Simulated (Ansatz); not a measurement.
**Several settings converged on Be2Ag (Fd-3m, 6 atoms in the cell)**

```yaml
crystal:
  lattice:
    - [0.00000, 3.18048, 3.18048]
    - [3.18048, 0.00000, 3.18048]
    - [3.18048, 3.18048, 0.00000]
  atoms:
    - { symbol: Be, position: [0.62500, 0.62500, 0.12500] }
    - { symbol: Be, position: [0.62500, 0.12500, 0.62500] }
    - { symbol: Be, position: [0.62500, 0.62500, 0.62500] }
    - { symbol: Be, position: [0.12500, 0.62500, 0.62500] }
    - { symbol: Ag, position: [0.25000, 0.25000, 0.25000] }
    - { symbol: Ag, position: [0.00000, 0.00000, 0.00000] }
```

Base method: LDA (PW92), default PAW files made with PBE (plane waves; Ansatz, a quantum-chemistry and plane-wave program).

Base settings: basis.ecutwfc = 420 eV; kpoints.mp_grid.grid = 9 9 9; hamiltonian.xc = lda; hamiltonian.pseudopotentials = {kind: paw} (the program's default PAW files); scf.occupations.method = fermi_dirac; scf.occupations.width = 0.1 eV.

Core times come from one kind of shared machine, to one figure; runs under 30 s give none.

**Zone-centre phonons against the cutoff**

In this ladder: phonons.method = dfpt.

The mesh stays at the base's, so the ladder's end is converged at best in this setting alone.

Frequencies are those of the unrelaxed cell, without the LO-TO term of polar crystals.

Only quantities that move along the ladder and can be compared are tabulated.

| basis.ecutwfc | highest zone-centre frequency (cm⁻¹) | lowest optical frequency (cm⁻¹) | core time / last (rough) |
|---|---|---|---|
| 210 eV | 635.2 | 126.3 | 0.3 |
| 250 eV | 630.4 | 155.8 | 0.2 |
| 295 eV | 643.0 | 168.5 | 0.4 |
| 355 eV | 638.6 | 163.7 | 0.5 |
| 420 eV | 638.0 | 163.7 | 0.4 |
| 505 eV | 638.0 | 163.7 | 0.6 |
| 630 eV | 637.9 | 163.7 | 1 |

Coarsest basis.ecutwfc that holds the lowest optical frequency within 1 cm⁻¹ of the last step, with all finer ones: 355 eV; the step before is off by 4.7 cm⁻¹.

Coarsest basis.ecutwfc that holds the highest zone-centre frequency within 1 cm⁻¹ of the last step, with all finer ones: 355 eV; the step before is off by 5.1 cm⁻¹.

**Zone-centre phonons against the mesh**

In this ladder: phonons.method = dfpt.

Frequencies are those of the unrelaxed cell, without the LO-TO term of polar crystals.

Only quantities that move along the ladder and can be compared are tabulated.

```tsv
kpoints.mp_grid.grid	highest zone-centre frequency (cm⁻¹)	lowest optical frequency (cm⁻¹)	core time / last (rough)
3 3 3	650.9	160.5	–
4 4 4	626.1	163.4	–
5 5 5	632.4	162.5	–
6 6 6	638.6	165.4	0.04
7 7 7	637.2	163.4	0.06
11 11 11	637.0	163.9	0.3
13 13 13	638.4	164.3	0.6
16 16 16	637.7	164.2	1
```

Coarsest kpoints.mp_grid.grid that holds the lowest optical frequency within 1 cm⁻¹ of the last step, with all finer ones: 7 7 7, at about 0.06 of the last step's time; the step before is off by 1.2 cm⁻¹.

Coarsest kpoints.mp_grid.grid that holds the highest zone-centre frequency within 10 cm⁻¹ of the last step, with all finer ones: 5 5 5; the step before is off by 12 cm⁻¹.

On the base run: the starting cell comes from a database of computed structures (which also holds hypothetical and non-ambient phases and stackings), without a prior relaxation at this level. Its lattice was rescaled by up to half a per cent. In the base run, with a pressure of about -6 GPa the cell is away from its equilibrium volume at this level.

Left out of this page: 1 run of the series stopped by limits of time or memory.

Keys are those of Ansatz 0.2.
